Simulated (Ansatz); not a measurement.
# GaN (model structure, started from the MgO type, Pm-3n, No. 223, 12 atoms in the cell): band gap by level of theory

No measured value is used here.

```json
[
 {"level (code)": "LDA (Ansatz)", "value (eV)": "1.65 (direct)", "cell (Å³/atom)": "13.57"},
 {"level (code)": "PBEsol+SOC (Ansatz)", "value (eV)": "1.56 (direct)", "cell (Å³/atom)": "13.96"},
 {"level (code)": "r²SCAN+SOC (Ansatz)", "value (eV)": "1.85 (direct)", "cell (Å³/atom)": "13.96"},
 {"level (code)": "dielectric-dependent PBEsol hybrid (Ansatz)", "value (eV)": "3.03 (direct)", "cell (Å³/atom)": "13.96"},
 {"level (code)": "PBE0 (Ansatz)", "value (eV)": "?", "cell (Å³/atom)": "13.96"}
]
```

Question: Fill in the missing entries.

Answer: 
- PBE0 (Ansatz, a first-principles code), value (eV): 3.48 (direct)

Computed values are for a static lattice. Levels without +SOC have no spin–orbit coupling; where heavier elements are present it shifts gaps, mostly down, and can invert bands.  PBEsol+SOC, r²SCAN+SOC: the gap is read on the k mesh or supercell of the run alone and can be too large. Values are at the PBEsol cell; LDA at the level's own relaxed cell. Cutoffs and k meshes differ between the levels. Ansatz's density-functional and Hartree–Fock values are scalar-relativistic unless marked +SOC, with PAW data made under PBE.

A model structure was made by putting elements into a prototype or built by hand; it is no filed structure, need not be a known phase, and can be a saddle point held by its symmetry.
